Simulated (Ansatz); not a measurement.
One thermal frame of composition SiNi, cell Si24Ni24, brought to this temperature after a much hotter stage [in the run: it was liquid; mean temperature 1428 K (target 1370 K); density 5.30 g/cm³; mean pressure -0.7 GPa against a target of 0], 1370 K, computed in Ansatz (plane waves, PAW) at several levels on the same positions and k-sampling (2x2x2 mesh shifted by half a step); no spin polarisation or spin-orbit coupling.

The frame comes from MD with PBE. The base level is PBE (cutoff 420 eV), whose static pressure on this k-sampling is -1.9 GPa. On the run's last frame a denser k-mesh moved the forces by 0.021 eV/Å rms, the static pressure by -0.01 GPa and the free energy by -2 meV/atom, which is about how far such values are converged. That check is the base level's. Differences between levels on one k-sampling err less than the absolute values. Cutoffs of the other levels: 500 eV for r2SCAN, the files' default (420 eV for most) otherwise. Volume per atom 13.59 Å³.

| level | static pressure less the base's (GPa) | rms force change from the base (eV/Å) | cost |
|---|---|---|---|
| PBE | 0 | 0 | (base) |
| r2SCAN | [?] | 0.09 | (not compared) |

Q: Complete the blanks.

A: 
- r2SCAN, static pressure less the base's (GPa): -4.4

Ansatz is a quantum-chemistry and plane-wave program.
